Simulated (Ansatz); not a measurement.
Consider Si in the diamond structure (space group Fd-3m, No. 227; a = 5.434 Å).

One thing is altered: full substitution Si → C; the structure is relaxed again.

Levels (all Ansatz, an electronic-structure program, PAW): PBEsol (420 eV, no SOC); r2SCAN (500 eV, no spin-orbit coupling).

The geometry is relaxed with PBEsol.

| Quantity | Value |
|---|---|
| PBEsol electron mass | 1.6 mₑ along k, 0.29 mₑ across (off the special points) |
| PBEsol pressure | 0.00 GPa |
| PBEsol band gap | 4.03 eV |

### Question
What does r2SCAN give at this geometry for the electron mass, pressure and band gap?

### Answer
The electron mass goes from 1.6 mₑ along k, 0.29 mₑ across (off the special points) to 1.6 mₑ along k, 0.27 mₑ across (off the special points); the pressure goes from zero to 2.49 GPa; the band gap rises by 0.341 eV (4.03 eV → 4.38 eV).

Single points use the geometry relaxed with PBEsol. Their cutoffs differ, which shifts pressures a little. Effective masses come from finite differences of ±0.01 Å⁻¹. Along k means along the line from Γ to the band edge. Whether these cells are dynamically stable was not tested.
